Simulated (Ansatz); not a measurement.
# C under a change: uniaxial strain ε_xx = +1.01 %

Start from C in the graphite type structure (space group P6_3/mmc, No. 194; a = 2.458 Å, c = 6.565 Å; layered, stacked along the Cartesian z axis). Axes: x lies along a and z along c of the hexagonal cell.

One thing is altered: uniaxial strain ε_xx = +1.01 %, all other strain components held at zero; the atoms relax in the strained cell.

Calculations: plane-wave PAW DFT at the PBEsol-D3(BJ) level (Ansatz, a program for electronic structure, 420 eV), without spin-orbit coupling, earlier PAW set. Γ-centred 15×15×5 mesh, Fermi–Dirac width 0.05 eV.

The space group goes from P6_3/mmc (No. 194) to Cmcm (No. 63) and the shortest interatomic distance increases by 0.002 Å to 1.421 Å. The energy rises by 3.0 meV/atom and the pressure (mean of the normal stresses, compression positive) goes from zero to -4.4 GPa. The band gap stays zero and the largest internal atomic displacement comes out as 0.013 Å. The stress (xx, yy, zz, yz, xz, xy; compression positive) is (-11.0, -2.3, 0.0, 0.0, 0.0, 0.0) GPa (rough).

The mesh was chosen for an insulator and is coarse for the gapless case. Without a gap, meshes like the base's 15×15×5 leave anisotropic stresses uncertain by several tenths of a GPa, and small strain energies with them. Stability against distortions was not tested.
